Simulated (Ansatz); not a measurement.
The reference is NiO in the rock salt structure (space group Fm-3m, No. 225; ferromagnetic).

```
NiO
1.0
    0.00000     2.05860     2.05860
    2.05860     0.00000     2.05860
    2.05860     2.05860     0.00000
O Ni
1 1
Direct
  0.00000   0.00000   0.00000
  0.50000   0.50000   0.50000
```

Method: PBEsol (Ansatz, a program for electronic structure; PAW; 420 eV plane waves; no spin-orbit coupling), earlier PAW set.

| level | lattice parameter a |
|---|---|
| PBEsol | 4.117 Å |

Measured: lattice parameter a 4.1704 Å (0 K or low temperature; as listed in Wooil Yang et al., Journal of Physics Condensed Matter (2022)).

Computed minus measured — lattice parameter a: PBEsol -1.3 %. Measured values not marked as corrected hold thermal and zero-point effects that the static-lattice runs lack.

No phonon test of stability was made. No Hubbard U is applied and the magnetic state is the run's own (NiO ferromagnetic); small cells can't hold the antiferromagnetic order that many such compounds have, so gaps and moments can be off. In its common phase, real NiO is an antiferromagnetic insulator at low temperature.
